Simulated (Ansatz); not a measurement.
**How far to go with the k-point mesh at a smearing width of 0.02 eV: K (Im-3m, 1 atom in the cell)**

```xyz
1
Lattice="-2.6532 2.6532 2.6532 2.6532 -2.6532 2.6532 2.6532 2.6532 -2.6532" Properties=species:S:1:pos:R:3 pbc="T T T"
K      0.0000     0.0000     0.0000
```

Method: PBE (plane waves, PAW; Ansatz, an electronic-structure program).

Base settings: basis.ecutwfc = 420 eV; kpoints.mp_grid.grid = 9 9 9; hamiltonian.xc = pbe; hamiltonian.pseudopotentials = {kind: paw} (the program's default PAW files); scf.occupations.method = fermi_dirac; scf.occupations.width = 0.1 eV.

In this ladder: scf.occupations.width = 0.02 eV.

Only quantities that move along the ladder and can be compared are tabulated.

The count of work is k-points × plane waves × bands × iterations; it is no time. 

The starting cell has typed, rounded lattice constants, without a prior relaxation at this level. Its lattice was rescaled by up to half a per cent. Ansatz's pressure includes its estimate of the finite-basis (Pulay) stress.

```tsv
kpoints.mp_grid.grid	free energy less the last step's (meV/atom)	pressure (GPa)	count of work / last
3 3 3	-90.48	-0.16	0.014
4 4 4	68.30	0.04	0.028
5 5 5	1.46	-0.05	0.035
6 6 6	20.69	-0.02	0.056
7 7 7	-1.51	-0.05	0.070
8 8 8	5.98	-0.04	0.10
10 10 10	3.03	-0.04	0.16
12 12 12	1.22	-0.05	0.25
14 14 14	-0.01	-0.05	0.36
17 17 17	0.02	-0.05	0.58
21 21 21	0.00	-0.05	1.0
```

Coarsest kpoints.mp_grid.grid that holds the pressure within 0.1 GPa of the last step, with all finer ones: 4 4 4, at 0.028 of the last step's count of work; the step before is off by 0.11 GPa.

Coarsest kpoints.mp_grid.grid that holds the free energy within 0.5 meV/atom of the last step, with all finer ones: 14 14 14, at 0.36 of the last step's count of work; the step before is off by 1.2 meV/atom.

Keys are those of Ansatz 0.2.
